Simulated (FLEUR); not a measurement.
Worked example: self-consistent single point of Zn₇Tc (Fm-3m, 8 atoms in the cell) in FLEUR

Computed with PBEsol, all-electron FLAPW (FLEUR), scalar-relativistic valence in FLEUR.

This input was run:

Input of the input generator:

```
scf Zn7Tc
&input film=f /
0.0000000000 7.2242528991 7.2242528991
7.2242528991 0.0000000000 7.2242528991
7.2242528991 7.2242528991 -0.0000000000
1.0
1.0 1.0 1.0

8
30 0.5000000000 0.0000000000 0.0000000000
30 0.5000000000 0.0000000000 0.5000000000
30 0.0000000000 0.5000000000 0.5000000000
30 0.0000000000 0.5000000000 0.0000000000
30 0.5000000000 0.5000000000 0.0000000000
30 0.0000000000 0.0000000000 0.5000000000
30 0.5000000000 0.5000000000 0.5000000000
43 0.0000000000 0.0000000000 0.0000000000

&comp jspins=1 /
&exco xctyp='PBEs' /
&kpt div1=6 div2=6 div3=6 gamma=t /
&end /
```

```xml
<?xml version="1.0" encoding="UTF-8" standalone="no"?>
<fleurInput fleurInputVersion="0.39">
   <comment>
      scf Zn7Tc                                                                                           
   </comment>
   <calculationSetup>
      <cutoffs Kmax="4.2" Gmax="16.8" GmaxXC="16.8" numbands="0"/>
      <scfLoop itmax="80" minDistance="0.00001" maxIterBroyd="25" imix="Anderson" alpha="0.05" precondParam="0.0" spinf="2.0"/>
      <coreElectrons ctail="T" frcor="F" kcrel="0" coretail_lmax="0"/>
      <xcFunctional name="PBEs" relativisticCorrections="F"/>
      <magnetism jspins="1"/>
      <soc l_soc="F" theta="0.0" phi="0.0" spav="F"/>
      <expertModes spex="0" secvar="F"/>
      <geometryOptimization l_f="T" forcealpha="1.0" forcemix="BFGS" epsdisp="0.00001" epsforce="0.00001"/>
      <ldaU l_linMix="F" mixParam="0.05" spinf="1.0"/>
   </calculationSetup>
   <cell>
      <bzIntegration valenceElectrons="99.0" mode="hist" fermiSmearingEnergy="0.00367493">
         <kPointListSelection listName="default-1"/>
         <!-- k-points included here -->
         <xi:include xmlns:xi="http://www.w3.org/2001/XInclude" href="kpts.xml"> </xi:include>
      </bzIntegration>
      <!-- symmetry operations included here -->
      <xi:include xmlns:xi="http://www.w3.org/2001/XInclude" href="sym.xml"> </xi:include>
      <bulkLattice scale="1.0">
         <bravaisMatrix>
            <row-1>    0.0000000000000000     7.2242528990999997     7.2242528990999997</row-1>
            <row-2>    7.2242528990999997     0.0000000000000000     7.2242528990999997</row-2>
            <row-3>    7.2242528990999997     7.2242528990999997     0.0000000000000000</row-3>
         </bravaisMatrix>
      </bulkLattice>
   </cell>
   <atomSpecies>
      <species name="Zinc (Zn)" element="Zn" atomicNumber="30">
         <mtSphere radius="2.39" gridPoints="823" logIncrement="0.015"/>
         <atomicCutoffs lmax="10" lnonsphr="8"/>
         <electronConfig flipSpins="F">
            <coreConfig>(1s1/2) (2s1/2) (2p1/2) (2p3/2) (3s1/2) (3p1/2) (3p3/2)</coreConfig>
            <valenceConfig>(4s1/2) (3d3/2) (3d5/2)</valenceConfig>
         </electronConfig>
         <energyParameters s="4" p="4" d="3" f="4"/>
         <lo type="HELO" l="2" n="4" eDeriv="0"/>
      </species>
      <species name="Technetium (Tc)" element="Tc" atomicNumber="43">
         <mtSphere radius="2.39" gridPoints="823" logIncrement="0.016"/>
         <atomicCutoffs lmax="10" lnonsphr="8"/>
         <electronConfig flipSpins="F">
            <coreConfig>(1s1/2) (2s1/2) (2p1/2) (2p3/2) (3s1/2) (3p1/2) (3p3/2) (3d3/2) (3d5/2)</coreConfig>
            <valenceConfig>(4s1/2) (4p1/2) (4p3/2) (5s1/2) (4d3/2) (4d5/2)</valenceConfig>
            <stateOccupation state="(4d3/2)" spinUp="1.0" spinDown="1.0"/>
            <stateOccupation state="(4d5/2)" spinUp="1.5" spinDown="1.5"/>
         </electronConfig>
         <energyParameters s="5" p="5" d="4" f="4"/>
         <lo type="SCLO" l="0" n="4" eDeriv="0"/>
         <lo type="SCLO" l="1" n="4" eDeriv="0"/>
      </species>
   </atomSpecies>
   <atomGroups>
      <atomGroup species="Zinc (Zn)">
         <relPos label="                   1">1.000/2.000 .0000000000 .0000000000</relPos>
         <relPos label="                   2">1.000/2.000 .0000000000 1.000/2.000</relPos>
         <relPos label="                   3">.0000000000 1.000/2.000 1.000/2.000</relPos>
         <relPos label="                   4">.0000000000 1.000/2.000 .0000000000</relPos>
         <relPos label="                   5">1.000/2.000 1.000/2.000 .0000000000</relPos>
         <relPos label="                   6">.0000000000 .0000000000 1.000/2.000</relPos>
         <force calculate="T" relaxXYZ="TTT"/>
      </atomGroup>
      <atomGroup species="Zinc (Zn)">
         <relPos label="                   7">1.000/2.000 1.000/2.000 1.000/2.000</relPos>
         <force calculate="T" relaxXYZ="TTT"/>
      </atomGroup>
      <atomGroup species="Technetium (Tc)">
         <relPos label="                   8">.0000000000 .0000000000 .0000000000</relPos>
         <force calculate="T" relaxXYZ="TTT"/>
      </atomGroup>
   </atomGroups>
   <output dos="F" band="F" slice="F">
      <checks vchk="F" cdinf="F"/>
      <bandDOS minEnergy="-.5*Htr" maxEnergy="0.5*Htr" sigma="0.015" storeEVData="T"/>
      <vacuumDOS vacdos="F" integ="F" star="F" nstars="0" locx1="0.0" locy1="0.0" locx2="0.0" locy2="0.0" nstm="0" tworkf="0.0"/>
      <unfoldingBand unfoldBand="F" supercellX="1" supercellY="1" supercellZ="1"/>
      <plotting iplot="0" polar="F">
         <plot TwoD="T" vec1="  1.0  0.0  0.0" vec2="  0.0  1.0  0.0" vec3="  0.0  0.0  1.0" zero="  0.0  0.0  0.0" file="plot"/>
      </plotting>
      <chargeDensitySlicing numkpt="0" minEigenval="0.0" maxEigenval="0.0" nnne="0" pallst="F"/>
      <specialOutput eonly="F"/>
      <magneticCircularDichroism mcd="F" energyLo="-10.0" energyUp="0.0"/>
   </output>
  <!-- We include the file relax.xml here to enable relaxations (see documentation) -->
  <xi:include xmlns:xi="http://www.w3.org/2001/XInclude" href="relax.xml"> <xi:fallback/> </xi:include>
</fleurInput>
```

Output, abridged:

```
      Welcome to FLEUR        (www.flapw.de)
      MaX-Release 8.1          (www.max-centre.eu)

 ========== k-point set info ==========
 Selected k-point list: default-1
 k-point list type: mesh
 6 x 6 x 6
 Number of k points: 16

 ------------Calculation Setup---------------------------
           1           2           4           8          16
 Number of basis functions:         1040
 Iteration:     1   Distance:      20.47751987 me/bohr^3
 Iteration:     2   Distance:      13.21334723 me/bohr^3
 Iteration:     3   Distance:       6.69435009 me/bohr^3
 Iteration:     4   Distance:       5.21751428 me/bohr^3
 Iteration:     5   Distance:       3.88898627 me/bohr^3
 Iteration:     6   Distance:       2.25777043 me/bohr^3
   [... 8 lines left out ...]
 Iteration:    15   Distance:       0.00236424 me/bohr^3
 Iteration:    16   Distance:       0.00182260 me/bohr^3
 Iteration:    17   Distance:       0.00018146 me/bohr^3
 Iteration:    18   Distance:       0.00015415 me/bohr^3
 Iteration:    19   Distance:       0.00000601 me/bohr^3

 Run finished successfully
 Stop message:
   Structural relaxation: Done

[file out, last iteration]
             iter=     20
          p o t e n t i a l   g e n e r a t o r
[...]
          integral of pseudo charge density inside the slab=        0.000000   0.000000
     coulomb potential in the interstitial region:
          density-coulomb potential integrals
          total density-coulomb potenti   -26155.2847392026
          density-effective potential integrals for spin  1
          total density-effective poten   -2.6966423730E+04
          charge density-energy density integrals
          total charge density-energy d   -6.1838108127E+02
 Updated energy parameters for spin:           1
  Atom    1 4s branch from -4.29 to  1.19 htr. ; e_l =  0.1527
  Atom    1 4p branch from -2.61 to  1.78 htr. ; e_l =  0.3214
  Atom    1 3d branch from -9.99 to  0.12 htr. ; e_l =  0.0758
  Atom    1 4f branch from -9.99 to  3.39 htr. ; e_l =  0.6592
  Atom    1-4d branch from  2.19 to  2.19 htr. ; e_l(l  2.1889
  Atom    2 4s branch from -4.30 to  1.18 htr. ; e_l =  0.1476
  Atom    2 4p branch from -2.62 to  1.77 htr. ; e_l =  0.3179
  Atom    2 3d branch from -9.99 to  0.11 htr. ; e_l =  0.0650
  Atom    2 4f branch from -9.99 to  3.37 htr. ; e_l =  0.6569
  Atom    2-4d branch from  2.18 to  2.18 htr. ; e_l(l  2.1786
  Atom    3 5s branch from -2.07 to  2.30 htr. ; e_l =  0.1769
  Atom    3 5p branch from -1.00 to  3.02 htr. ; e_l =  0.2959
  Atom    3 4d branch from -8.58 to  0.65 htr. ; e_l =  0.2766
  Atom    3 4f branch from -9.99 to  2.35 htr. ; e_l =  0.5719
  Atom    3 4s branch from-18.43 to -2.07 htr. ; e_l(l -2.0957
  Atom    3 4p branch from-14.67 to -1.00 htr. ; e_l(l -1.0732
[...]
 fermi energy and band-weighting factors:
at   0.00000   0.00000   0.00000   k-weight:    0.004630
   75 eigenvalues :
   -2.095539   -1.070346   -1.070346   -1.070346   -0.049924    0.027393    0.027393    0.027393
    0.029252    0.032918    0.032918    0.040911    0.040911    0.040911    0.041128    0.058723
    0.058723    0.058723    0.063410    0.063410    0.063410    0.066541    0.066541    0.072937
   [... 7 lines left out ...]
   [... 2 blocks of this kind left out ...]

[...]
FERMIE:
          first approx. to ef    (T=0)  :   0.346386 htr   (energy of the highest occ. eigenvalue)
          number of occ. states  (T=0)  :        798
          first approx. to seigv (T=0)  :  -1.496340 htr
          sum of weights of occ. states :  49.601852
          sum of semicore charge        :   0.000000 e
FERHIS:  Fermi-Energy by histogram:
          bandgap                     :   0.000230 htr
          charge neutrality (T=0)     :   0.203704    (zero if the highest occ. eigenvalue is "entirely" occupied)
     EF_NEWTON:  Adjust Fermi-Energy by Newton-Method.
               Number of iterations needed  :   4
               The error in the weight is   :  0.88122E-11
               The error in ef is           : -0.33030E-12 htr
     -->  new fermi energy            :   0.343568 htr
          valence charge              :  99.000000 e
          actual charge blw ef-8kt    :  97.212963 e
          actual charge blw ef+8kt    :  99.000000 e
          number of occ. states       :       817
          sum of the valence weights  :   49.500000
          entropy         :   0.666812 *kb htr/K =   0.00000 htr/K
          sum of val. single particle energies:        -1.5656688812 htr
 Direct bandgap for spin            1 :    2.2120989381660960E-002  Htr
 at k-point            6  with k-vector    0.0000000000000000       0.16666666666666666       0.33333333333333331
          valence density: spin= 1
[...]
     l-like charge
     atom     s        p        d        f        total
 -->  1    0.66102  0.57544  9.77409  0.01741   11.03233
 -->  2    0.72039  0.46495  9.77567  0.01347   10.97786
 -->  3    2.21101  6.15508  4.67814  0.01587   13.06369
          total charge for spin  1=   99.000000
          interst. charge =       8.764489
          mt charge=             11.032326   10.977863   13.063690
          total charge  =   99.000000
          z= 30.     r(1)=  0.105572E-04     dx= 0.015000     m.t.index= 823
               n    l     j    energy       weight
               1.   0.   0.5 -349.2101      2.0000
               2.   0.   0.5  -42.0702      2.0000
               2.   1.   0.5  -37.0068      2.0000
               2.   1.   1.5  -36.1307      4.0000
               3.   0.   0.5   -4.2910      2.0000
               3.   1.   0.5   -2.6886      2.0000
               3.   1.   1.5   -2.5758      4.0000
          atom type    1  (spin 1)
          kinetic energy=  0.171459793370E+04     sum of the eigenvalues= -0.102535957668E+04
          0.00170524  electrons lost from core.
   [... 2 blocks of this kind left out ...]

          total charge for spin  1=  253.000000
          interst. charge =       8.775994
          mt charge=             29.030672   28.976227   41.063750
          total charge  =  253.000000
          zc=   253.000000     qfix=    1.000000
     t o t a l  e n e r g y
          sum of eigenvalues =             -9722.1389855985
          density-coulomb potential int   -26155.2847392026
          density-effective potential i   -26966.4237303389
          charge density-ex.-corr.energ     -618.3810812710
          el.-nucl. inter. diff. m.t.      12968.2417076941
          Madelung term for atom type:       -65.5529827175
          el.-nucl. inter. diff. m.t.       2161.0484401612
          Madelung term for atom type:       -11.0925614948
          el.-nucl. inter. diff. m.t.       5166.5952661145
          Madelung term for atom type:       -23.2627743024
 ---->    total energy=                   -16847.5324386164 htr
 ---->    (input%tkb*entropy) TS=              0.0024504860 htr
 ---->    free energy=                    -16847.5348891024 htr
      extrapolation for T->0
 ---->    total electron energy=          -16847.5336638594 htr
 ***** TOTAL FORCES ON ATOMS *****
 TOTAL FORCE FOR ATOM TYPE=  1  X=  0.000   Y=  3.612   Z=  3.612
                       FX_TOT= 0.000000 FY_TOT= 0.000000 FZ_TOT= 0.000000
 TOTAL FORCE FOR ATOM TYPE=  2  X=  7.224   Y=  7.224   Z=  7.224
                       FX_TOT= 0.000000 FY_TOT= 0.000000 FZ_TOT= 0.000000
 TOTAL FORCE FOR ATOM TYPE=  3  X=  0.000   Y=  0.000   Z=  0.000
                       FX_TOT= 0.000000 FY_TOT= 0.000000 FZ_TOT= 0.000000
 Structural relaxation: Done
```

The run converged in 19 iterations. FLEUR gives forces in its relaxation mode, with a further iteration, so its stop message speaks of a relaxation.

The starting cell comes from a database of computed structures (which also holds hypothetical and non-ambient phases and stackings), without a prior relaxation at this level. Spin polarisation is off. Values depend on the basis (sphere radii, cutoffs, local orbitals), which need not be converged. The log's line on a gap gives a spacing of levels on this mesh, which the program prints for metals too.

Cost on one core of a shared machine: roughly 5 min.
